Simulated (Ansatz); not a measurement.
L1₂ (Cu3Au-type) Ni₃Fe

Calculation: BLYP (Ansatz, a quantum-chemistry and plane-wave program, plane waves, PAW).

Settings: plane-wave cutoff 520 eV, 16×16×16 k mesh, Fermi–Dirac smearing 0.05 eV, spin-polarised with parallel moments, scalar-relativistic PAW data made under PBE.

Cell: measured lattice: a = b = c = 3.5450 Å, α = β = γ = 90.00°.

| Property | Result |
|---|---|
| band gap | zero (no gap) |
| magnetic moment (largest site, within a sphere) | 2.86 μB |

Note: cell and atoms aren't relaxed at this level (pressure 8.7 GPa).

Moments are spin moments.

Computed values are for the static lattice.
